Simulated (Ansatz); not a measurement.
Band structure of Te2Au (C2/m, 3 atoms in the cell).

```
Te2Au
1.0
    3.62209    -2.10455     0.00000
    3.62209     2.10455     0.00000
   -0.01077     0.00000     5.19449
Te Au
2 1
Cartesian
  2.30539   0.00000   1.50183
  4.92801   0.00000   3.69266
  0.00000   0.00000   0.00000
```

Computed with PBEsol, PAW files made with PBE (plane waves; Ansatz, a first-principles code).

Settings: kpoints.mp_grid.grid = 7 7 5; hamiltonian.xc = pbesol; hamiltonian.pseudopotentials = {kind: paw} (the program's default PAW files); scf.occupations.method = gaussian; scf.occupations.width = 0.1 eV; kpoints.band_path.npoints = 8.

The starting cell comes from a database of computed structures (which also holds hypothetical and non-ambient phases and stackings), without a prior relaxation at this level. Spin-orbit coupling is off.

Levels in eV from the Fermi level, bands 22 to 29:
```
point     22     23     24     25     26    27    28    29
-----  -----  -----  -----  -----  -----  ----  ----  ----
Γ      -3.63  -0.80  -0.65  -0.01   0.04  1.00  2.77  3.19
Y      -3.71  -3.61  -3.40  -2.53  -0.55  1.75  3.54  4.10
F      -2.23  -2.13  -1.65  -1.33   1.22  1.31  3.99  4.40
L      -4.29  -4.05  -1.61  -1.11  -1.00  0.09  4.09  4.95
I      -4.28  -4.13  -3.54  -3.47   2.10  2.20  4.88  6.06
```

Bands cross the Fermi level along this path, so the cell is metallic at this level.

Keys are those of Ansatz 0.2.
